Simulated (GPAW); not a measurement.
Worked example: self-consistent single point of V₃Pt (Pm-3m, 4 atoms in the cell) in GPAW.

Method of the run: PBEsol, GPAW PAW datasets PBEsol (made by gpaw-setup) (plane waves; GPAW 25.7.0).

The change in words: lattice scaled by 0.98. Reference geometry:
```
V3Pt
1.0
    3.81067     0.00000     0.00000
    0.00000     3.81067     0.00000
    0.00000     0.00000     3.81067
V Pt
3 1
Cartesian
  1.90534   1.90534   0.00000
  0.00000   1.90534   1.90534
  1.90534   0.00000   1.90534
  0.00000   0.00000   0.00000
```
Moments meant for the start (each program seeds them in its own way; μB, in the order of the atoms V V V Pt): 2.0 2.0 2.0 0.0.

Reference input (self-consistent single point, DFT PBEsol, plane waves, GPAW PAW datasets PBEsol (made by gpaw-setup)): spinpol = true; mode = pw; ecut = 850 eV; xc = PBEsol; kpts = 7 7 7; mesh shift (steps) = 0 0 0; occupations.name = methfessel-paxton; occupations.width = 0.136 eV; occupations.order = 0; nbands = -10; convergence.density = 1e-05 e/electron; symmetry.symmorphic = false. This run's input differs from it in these lines:

```diff
@@ -5,8 +5,8 @@
 atoms = Atoms(['V', 'V', 'V', 'Pt'],
-              cell=[[3.810671, 0.000000, 0.000000],
-                    [0.000000, 3.810671, 0.000000],
-                    [0.000000, 0.000000, 3.810671]],
-              positions=[[1.905336, 1.905336, 0.000000],
-                         [0.000000, 1.905336, 1.905336],
-                         [1.905336, 0.000000, 1.905336],
+              cell=[[3.734458, 0.000000, 0.000000],
+                    [0.000000, 3.734458, 0.000000],
+                    [0.000000, 0.000000, 3.734458]],
+              positions=[[1.867229, 1.867229, 0.000000],
+                         [0.000000, 1.867229, 1.867229],
+                         [1.867229, 0.000000, 1.867229],
                          [0.000000, 0.000000, 0.000000]],
```

Output (repeated stretches shortened):

```
     iter     time        total  log10-change:  magmom
                         energy   eigst   dens
iter:   1 --:--:--   -38.780418                   +6.0136
iter:   2 --:--:--   -37.753559   -0.33  -1.30    +3.7989
iter:   3 --:--:--   -36.712022   -0.84  -1.36    +0.9249
iter:   4 --:--:--   -35.769348   -1.02  -1.49    +0.6915
iter:   5 --:--:--   -35.672038   -2.03  -1.80    +0.5001
iter:   6 --:--:--   -35.773605   -2.87  -1.91    +0.4286
iter:   7 --:--:--   -35.696842   -1.38  -1.84    +0.3071
iter:   8 --:--:--   -35.627634   -1.92  -2.09    +0.6439
iter:   9 --:--:--   -35.570289   -2.62  -2.49    -0.0396
   [... lines left out ...]
iter:  12 --:--:--   -35.571340c  -4.03  -3.20    +0.0008
iter:  13 --:--:--   -35.571350c  -5.35  -4.11    +0.0010
iter:  14 --:--:--   -35.571347c  -6.28  -4.14    +0.0011
iter:  15 --:--:--   -35.571348c  -7.27  -4.24    +0.0010
iter:  16 --:--:--   -35.571348c  -7.04  -4.25    +0.0009
iter:  17 --:--:--   -35.571348c  -6.47  -4.36    +0.0004
iter:  18 --:--:--   -35.571346c  -7.03  -4.26    +0.0001
iter:  19 --:--:--   -35.571345c  -7.87c -4.38    -0.0001
iter:  20 --:--:--   -35.571348c  -7.24  -4.40    -0.0001
iter:  21 --:--:--   -35.571348c  -7.25  -4.45    -0.0000
iter:  22 --:--:--   -35.571348c  -8.49c -5.01c   -0.0000
Converged after 22 iterations.

Dipole moment: (-0.000000, 0.000000, -0.000000) |e|*Ang

Total magnetic moment: (0.000000, 0.000000, -0.000006)
Local magnetic moments:
   0 V  ( 0.000000,  0.000000, -0.000002)
   1 V  ( 0.000000,  0.000000, -0.000002)
   2 V  ( 0.000000,  0.000000, -0.000002)
   3 Pt ( 0.000000,  0.000000,  0.000000)

Energy contributions relative to reference atoms: (reference = -577613.806625)

Kinetic:         -4.936301
Potential:       +2.217046
External:        +0.000000
XC:             -32.781882
Entropy (-ST):   -0.058303
Local:           -0.041058
SIC:             +0.000000
--------------------------
Free energy:    -35.600500
Extrapolated:   -35.571348

Spin contamination: 0.000000 electrons
Showing only first 2 kpts
                      Up                     Down
   [... lines left out ...]
Fermi level: 11.32829
No gap
   [... lines left out ...]
Energy (eV): -35.571348

Forces in eV/Ang:
  0 V    -0.00000    0.00000    0.00000
  1 V     0.00000    0.00000    0.00000
  2 V    -0.00000   -0.00000    0.00000
  3 Pt   -0.00000   -0.00000   -0.00000

Stress tensor:
    -0.070931    -0.000000     0.000000
    -0.000000    -0.070931     0.000000
     0.000000     0.000000    -0.070931
Stress (GPa, Voigt): [-11.3644 -11.3644 -11.3644   0.       0.      -0.    ]
```

The run converged in 22 iterations. GPAW prints stress with tension positive. Against the reference run the free energy rises by 18.2 meV/atom and the pressure goes from -3.42 to 11.36 GPa.

The starting cell comes from a database of computed structures (which also holds hypothetical and non-ambient phases and stackings), without a prior relaxation at this level. Its lattice was rescaled by a random factor within 2.5 % of one. For this run, on top of that: lattice scaled by 0.98. The starting moments vanished: the run ended non-magnetic, which need not be the lowest state. With a pressure of about 11 GPa the cell is away from its equilibrium volume at this level.

Cost on one core of a shared machine: roughly 3 min.
